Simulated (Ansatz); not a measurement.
## VSi2: pressure series

The parent structure is VSi2 (space group P6_222, No. 180; a = 4.566 Å, c = 6.366 Å).

Cell and atoms are relaxed at each pressure.

All numbers come from PBE, PAW, 420 eV (Ansatz, a program for electronic structure; scalar-relativistic without spin-orbit coupling).

Notes on the quantities. enthalpy: H = E + PV relative to the base's energy.

```csv
variant,volume per atom,enthalpy
base,12.77 Å³,–
pressure −2 GPa,12.92 Å³,-0.16 eV/atom
pressure −1 GPa,12.85 Å³,-0.08 eV/atom
pressure 1.8 GPa,12.64 Å³,+0.14 eV/atom
pressure 4.2 GPa,12.48 Å³,+0.33 eV/atom
pressure 9 GPa,12.19 Å³,+0.70 eV/atom
pressure 18 GPa,11.72 Å³,+1.37 eV/atom
pressure 30 GPa,11.21 Å³,+2.23 eV/atom
pressure 45 GPa,10.70 Å³,+3.25 eV/atom
pressure 60 GPa,10.28 Å³,+4.24 eV/atom
```

Load acts through the strain it causes; cell and atoms are relaxed under it. Whether these cells are dynamically stable was not tested. No other phases were tried under pressure. Starting moments died away, wholly or in part, for the base; another magnetic solution may exist. All final runs are without spin polarisation. An odd electron count without spin: VSi2.
